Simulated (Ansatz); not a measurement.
## TiO2: energy against strain

TiO2 (anatase, I4_1/amd, 11.312 Å³/atom and stress up to 0.01 GPa in the relaxed cell, c along z) under a strain ε along a (axis x), the other axes held. PBEsol in Ansatz, a plane-wave DFT program (PAW, default set), 420 eV, 12×12×12 Γ-centred mesh, Fermi-Dirac smearing 0.05 eV; ions are relaxed, or left where forces stay under 0.02 eV/Å, within the symmetry of each cell.

Here s stands for strain and y for E less E0.

| strain (%) | E less E0 (meV/atom) |
|---|---|
| -3.00 | ? |
| -1.20 | 1.86 |
| -0.60 | 0.45 |
| 0.00 | 0.00 |
| 0.60 | 0.44 |
| 1.20 | 1.74 |

Fit y of the 5 rows that show it with a parabola. Least squares gives y = -0.003 - 0.0417·s + 1.2520·s². Residuals (row less fit): 0.010, -0.023, 0.003, 0.017, -0.010; standard error 0.023 (degrees of freedom: 2). Twice the quadratic coefficient over the volume, 2 × 1.2520 meV × 10⁴ × 0.1602 / 11.312 Å³, is the elastic constant C11 = 355 ± 5 GPa (± standard error of the fit, which holds the terms cut off).

Q: Estimate the missing y (s = -3.00); what did the run itself give?

A: y = -0.003 - 0.0417 × (-3.0) + 1.2520 × (-3.0)² = 11.390 meV/atom. The calculation gives 12.30 meV/atom, 0.910 meV/atom above the prediction (7.4 % of the range of y in the table). The row lies outside the fitted rows, so this is an extrapolation. From the scatter of the fitted rows alone, a prediction at this place has a standard error of 0.146 meV/atom, so the miss is 6.2 times that.

A polynomial of degree 3 through the 10 other runs of the series gives 12.31 there, so most of the miss is curvature that the fit leaves out. The primitive cell can neither tilt nor turn polar against its symmetry, as such crystals can under strain. TiO2 is here one of several forms; rutile is the usual stable one. Rows are the converged runs of the series near zero and its far end; series whose fitted rows scatter by over a few per cent of the range, as at a crossing or softening among them, aren't shown in this form, nor equations of state whose B0' disagrees with the runs' pressures. Most that stay on the fit to the last digits aren't either.
